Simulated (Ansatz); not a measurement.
O2, treated with PBE0 (Ansatz, a quantum-chemistry and plane-wave program, PAW).

Numerical settings: plane-wave cutoff 520 eV, 10×10×10 k mesh, Fermi–Dirac smearing 0.03 eV, scalar-relativistic PAW data made under PBE.

Starting structure:

```
O
1.0
    1.64450     0.94945     3.76033
   -1.64450     0.94945     3.76033
    0.00000    -1.89891     3.76033
O
2
Direct
  0.94570   0.94570   0.94570
  0.05430   0.05430   0.05430
```

Problem. Into what structure does the relaxation of cell and atoms lead at this level, with the symmetry of the start kept?

Solution. The volume falls by 35 %; final space group R-3m.
```
O
1.0
    1.21967     0.70418     4.44196
   -1.21967     0.70418     4.44196
    0.00000    -1.40836     4.44196
O
2
Direct
  0.95551   0.95551   0.95551
  0.04449   0.04449   0.04449
```

Note: the solid has open-shell d or p electrons, and the run has no spin polarisation; the volume lies 35 % below that of the published cell.
